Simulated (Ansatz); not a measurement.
**Response to strain in Cu**

Base system: Cu in the fcc (Cu type) structure (space group Fm-3m, No. 225; a = 3.518 Å; relaxed with 0.1 eV smearing). Axes: x, y, z lie along the cube axes.

Strains are applied to the cell and any free atomic positions relax; under biaxial strain the out-of-plane vector relaxes too.

All numbers come from Ansatz (an electronic-structure program), LDA, PAW, cutoff 420 eV, scalar-relativistic without spin-orbit coupling.

Notes on the quantities. energy relative to the base: free energy F; pressure: mean of the normal stresses, compression positive.

| case | volume per atom | energy relative to the base | pressure |
|---|---|---|---|
| base | 10.89 Å³ | 0 meV/atom | 0.0 GPa |
| biaxial strain −3.00 %, plane normal [001], relaxed out of plane | 10.67 Å³ | +12 meV/atom | 4.4 GPa |
| biaxial strain −2.50 %, plane normal [001], relaxed out of plane | 10.71 Å³ | +8.3 meV/atom | 3.5 GPa |
| biaxial strain −1.50 %, plane normal [001], relaxed out of plane | 10.78 Å³ | +2.8 meV/atom | 1.9 GPa |
| biaxial strain −0.50 %, plane normal [001], relaxed out of plane | 10.86 Å³ | +0.3 meV/atom | 0.6 GPa |
| biaxial strain +0.50 %, plane normal [001], relaxed out of plane | 10.92 Å³ | +0.3 meV/atom | -0.5 GPa |
| biaxial strain +1.00 %, plane normal [001], relaxed out of plane | 10.95 Å³ | +1.0 meV/atom | -1.0 GPa |
| biaxial strain +1.50 %, plane normal [001], relaxed out of plane | 10.97 Å³ | +2.2 meV/atom | -1.4 GPa |
| biaxial strain +2.00 %, plane normal [001], relaxed out of plane | 11.00 Å³ | +3.8 meV/atom | -1.7 GPa |
| biaxial strain +2.50 %, plane normal [001], relaxed out of plane | 11.02 Å³ | +5.7 meV/atom | -2.0 GPa |

No phonon test of stability was made. The final runs are not spin-polarised.
